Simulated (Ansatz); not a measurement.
**Mg (space group P6/mmm, No. 191; a model cell, its experimental status unchecked)**

```
Mg
1.0
    5.06641     0.00000     0.00000
   -2.53321     4.38764     0.00000
    0.00000     0.00000     3.07872
Mg
3
Direct
  0.00000   0.00000   0.00000
  0.33333   0.66667   0.50000
  0.66667   0.33333   0.50000
```

Level of theory: Ansatz (a quantum-chemistry and plane-wave program), PBEsol, PAW, cutoff 420 eV, without spin-orbit coupling. Settings: 11×11×15 k-points, 0.05 eV Fermi–Dirac smearing.

| Quantity | Result |
|---|---|
| Volume per atom | 22.81 Å³ |
| Density | 1.77 g/cm³ |
| Band gap | zero |
| Total energy | -1911.993 eV/atom (σ→0; compares only within this code and set-up) |

Whether these cells are dynamically stable was not tested. This is not the structure that Mg has at room temperature and ambient pressure.
